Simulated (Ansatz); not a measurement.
InP under load (space group R3m), Ansatz (a quantum-chemistry and plane-wave program) with r2SCAN with spin-orbit coupling, rigid bands. Condition of this run: uniaxial stress along [111] of -2 GPa (compression positive) (the target of the relaxation). Band gap 0.89 eV, N_c = 5.22e17 cm⁻³ and N_v = 1.28e19 cm⁻³ at 300 K, conductivity masses of 0.0802 mₑ (electrons) and 0.492 mₑ (holes). Take k_BT = 0.02585 eV.

What built-in voltage has an abrupt junction with N_A = 1e16 and N_D = 1e17 cm⁻³, all dopants ionised?

V_bi = E_g/e − (k_BT/e) ln(N_c N_v/(N_A N_D)) = 0.89 − 0.02585 × 8.81 = 0.66 V, for the computed gap.

Find the intrinsic carrier density and the intrinsic Fermi level.

n_i = √(N_c N_v) exp(−E_g/2k_BT) = 2.58e18 × exp(−17.21) = 8.6e10 cm⁻³. The level lies (k_BT/2) ln(N_v/N_c) = 41 meV from mid-gap (positive towards the conduction band). Each 0.1 eV added to the gap lowers n_i by a factor of 6.9.

What thermal injection velocity √(2k_BT/πm) limits a ballistic channel?

1.90e7 cm/s for electrons and 7.67e6 cm/s for holes, a ratio of √(m_h/m_e) = 2.48, for dilute carriers.

Rigid bands with the computed gap; masses take one relaxation time for all states.
